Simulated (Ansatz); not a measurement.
The structure below was relaxed with PBE in Ansatz (plane waves to 420 eV, PAW, scalar-relativistic without spin-orbit coupling), at pressure 18 GPa.

Space group I4₁/amd, origin choice 1 (No. 141); a = b = 5.5307 Å, c = 2.9773 Å, α = β = γ = 90.00°

```
atom  site  symmetry       x       y       z
----  ----  --------  ------  ------  ------
Sn      4a      -4m2  0.0000  0.0000  0.0000
```

Write out a cell with all atoms.


```
Sn
1.0
    5.53074     0.00000     0.00000
    0.00000     5.53074     0.00000
    0.00000     0.00000     2.97731
Sn
4
Direct
  0.00000   0.50000   0.25000
  0.00000   0.00000   0.00000
  0.50000   0.00000   0.75000
  0.50000   0.50000   0.50000
```
This is the conventional cell.

Load acts through the strain it causes; cell and atoms are relaxed under it. No phonon test of stability was made. Measured, Sn leaves this structure (for a body-centred tetragonal phase) near 8 GPa (temperature not stated; as listed in Olga Degtyareva, NATO science for peace and security series. B, Physics and biophysics (2010)). The cell was made from Sn (space group I4_1/amd, No. 141) by this change: pressure 18 GPa.

Ansatz is a quantum-chemistry and plane-wave program.
